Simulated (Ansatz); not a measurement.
Consider WGe2 (space group Fm-3m, No. 225; a hypothetical phase, not in the database extracts checked; relaxed with 0.1 eV smearing).

```
CELL_PARAMETERS angstrom
      0.00000     3.06529     3.06529
      3.06529     0.00000     3.06529
      3.06529     3.06529     0.00000
ATOMIC_POSITIONS crystal
  W  0.00000 0.00000 0.00000
  Ge 0.25000 0.25000 0.25000
  Ge 0.75000 0.75000 0.75000
```

Cartesian axes are those of the cell as printed.

Level of theory: PBE (Ansatz, an electronic-structure program; PAW; 420 eV plane waves; scalar-relativistic without spin-orbit coupling), earlier PAW set.

The change: every lattice vector is shortened by 1.34 %; the atoms relax in the strained cell.

Question: Predict the stress tensor and what it implies for the stiffness.

Answer: Stress of the strained cell less that of the base (GPa, compression positive):
```
    5.2     0.0     0.0
    0.0     5.2     0.0
    0.0     0.0     5.2
```

Then B = −ΔP/(ΔV/V₀) with ΔV/V₀ = -0.0397 gives secant stiffness values (nonlinear terms included at this strain): B ≈ 132 GPa.

As a check, the harmonic strain energy −½ V₀ Δσ:ε is 13 meV/atom; the computed energy rise is 12 meV/atom.

No phonon test of stability was made. All final runs are without spin polarisation. WGe2 has a high density of states at the Fermi level and may be magnetic at this level.
